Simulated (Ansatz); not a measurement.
**What biaxial strain −4.77 %, plane normal [111], relaxed out of plane does to Cu**

The reference is Cu in the fcc (Cu type) structure (space group Fm-3m, No. 225; a = 3.5634 Å; relaxed with 0.1 eV smearing). Axes: x, y, z lie along the cube axes.

Perturbation: compressive biaxial strain of 4.77 % in the plane normal to [111], as in epitaxy on a mismatched substrate; the out-of-plane cell vector and the atoms relax.

Level of theory: Ansatz (an electronic-structure program) PBEsol, no spin-orbit coupling, earlier PAW set. Γ-centred 32×32×32 mesh, Fermi–Dirac width 0.1 eV.

The volume per atom decreases by 0.70 Å³ to 10.61 Å³ and the space group goes from Fm-3m (No. 225) to R-3m (No. 166). The shortest interatomic distance falls by 0.2271 bohr (4.762 bohr → 4.534 bohr) and the energy increases by 64 meV/atom. The pressure (mean of the normal stresses, compression positive) goes from zero to 14.2 GPa and the band gap stays zero. The out-of-plane strain comes out as +3.46 % and the ratio −ε⊥/ε∥ comes out as 0.72.

Whether these cells are dynamically stable was not tested. The final runs are not spin-polarised.
